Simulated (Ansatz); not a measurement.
**Alloy series in hypothetical CdI2 type HfO2**

Consider HfO₂ in the CdI2 type structure (space group P-3m1, No. 164; a = 3.227 Å, c = 4.556 Å; a hypothetical phase, not in the database extracts checked; layered, stacked along the Cartesian z axis).

The other end (x = 1) is TiO$_{2}$ in the CdI2 type structure (space group P-3m1, No. 164; a hypothetical phase, not in the database extracts checked; layered, stacked along the Cartesian z axis): 11.50 Å³/atom, gap 2.91 eV; this end may not be an ambient phase.

Ti replaces a fraction x of Hf; each row is one arrangement (x, atoms in the cell, starting space group or random), fully relaxed.

Calculations: r2SCAN+rVV10 (Ansatz, a first-principles code; PAW; 500 eV plane waves; spin-orbit coupling left out).

Candidates:
(a) x(Ti) = 0.75, 12 atoms, P2/m
(b) x(Ti) = 0.25, 12 atoms, C2/m
(c) x(Ti) = 0.667, 9 atoms, R-3
(d) x(Ti) = 0.667, 9 atoms, P-31m

Notes on the quantities. mixing energy: against an end that may be hypothetical.

Task: Order them by mixing energy, highest first.

Result: (a) x(Ti) = 0.75, 12 atoms, P2/m (+35 meV/atom), (d) x(Ti) = 0.667, 9 atoms, P-31m (+24 meV/atom), (b) x(Ti) = 0.25, 12 atoms, C2/m (+21 meV/atom), (c) x(Ti) = 0.667, 9 atoms, R-3 (+15 meV/atom)

Each cell is one ordered arrangement of few atoms, which overstates ordering effects compared with a random alloy. With Hf present, leaving out spin-orbit coupling can change the band edges. Whether these cells are dynamically stable was not tested. The final runs are not spin-polarised.
